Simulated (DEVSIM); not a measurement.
**abrupt Si n-p junction**

Device: abrupt Si n-p junction, at 300 K.

| layer (left to right) | material | thickness (μm) | Nd (cm⁻³) | Na (cm⁻³) | τn (s) | τp (s) |
|---|---|---|---|---|---|---|
| 1 | Si | 21.0 | 1.1e19 | - | 7.5e-7 | 7.5e-7 |
| 2 | Si | 5.80 | - | 4.5e16 | 7.5e-7 | 7.5e-7 |

Left contact: ohmic. Right contact: ohmic. Voltage is applied to the left contact. Recombination: SRH at mid-gap, radiative. Gap narrowing is on: ΔEg = 6.92 meV × (l + √(l² + 0.5)), l = ln(N/1.3e17 cm⁻³), shared equally by both band edges. Mobility is μmin + (μ − μmin)/(1 + (N/Nref)^α).

This is a model device: material constants are rounded textbook-type values typed into the input, and sizes, dopings and lifetimes were drawn at random. Values at 300 K.

| parameter | Si |
|---|---|
| gap (eV) | 1.124 |
| affinity (eV) | 4.05 |
| permittivity | 11.7 |
| Nc (cm⁻³) | 2.86e19 |
| Nv (cm⁻³) | 3.1e19 |
| μn (cm²/Vs) | 1417 |
| μp (cm²/Vs) | 470 |
| μn,min | 52 |
| μp,min | 45 |
| Nref,n | 9.7e16 |
| Nref,p | 2.2e17 |
| αn | 0.68 |
| αp | 0.72 |
| B (cm³/s) | 4.7e-15 |

Model (solved in DEVSIM): 1D drift-diffusion, Boltzmann statistics, complete ionisation; no tunnelling, impact ionisation, image-force lowering or self-heating.

```yaml
potential_step_across_the_device_at_zero_bias: 0.899 V
largest_field_in_the_device_at_zero_bias: 160000 V/cm
Dark forward voltage at 1 A/cm²: 0.639 V
Dark forward voltage at 100 A/cm²: 0.765 V
```

Dark forward current:

(V (V), J (A/cm²)): (-0.05, -2.7e-9); (-0.10, -9.9e-9); (-0.15, -3.3e-8); (-0.20, -1.2e-7); (-0.25, -5.0e-7); (-0.30, -2.6e-6); (-0.35, -1.5e-5); (-0.40, -0.00010); (-0.45, -0.00067); (-0.50, -0.0046); (-0.55, -0.032); (-0.60, -0.22); (-0.65, -1.5); (-0.70, -10); (-0.75, -63); (-0.80, -300); (-0.85, -980); (-0.90, -2300)
